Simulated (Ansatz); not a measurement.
Hypothetical Pm-3n GaAs: pressure series

Base system: GaAs (space group Pm-3n, No. 223; a = 6.982 Å; a hypothetical phase, not in the database extracts checked).

Cell and atoms are relaxed at each pressure.

Method: DFT with PBEsol, PAW potentials and a 420 eV plane-wave cutoff in Ansatz (a program for electronic structure), no SOC.

```tsv
change	band gap	density
base	0.28 eV	4.23 g/cm³
pressure −2 GPa	zero	4.05 g/cm³
pressure −1 GPa	0.14 eV	4.15 g/cm³
pressure 0.3 GPa	0.33 eV	4.26 g/cm³
pressure 0.7 GPa	0.38 eV	4.29 g/cm³
pressure 1.5 GPa	0.48 eV	4.35 g/cm³
pressure 3 GPa	0.63 eV	4.46 g/cm³
pressure 5 GPa	0.60 eV	4.58 g/cm³
pressure 7.5 GPa	0.56 eV	4.73 g/cm³
pressure 10 GPa	0.51 eV	4.86 g/cm³
```

A case with no gap was solved on a k-mesh chosen for an insulator, which is coarse for it. Load acts through the strain it causes; cell and atoms are relaxed under it. No phonon test of stability was made. No other phases were tried under pressure. The final runs are not spin-polarised. A zero or small gap of GaAs can be the functional's error rather than a property of the material.
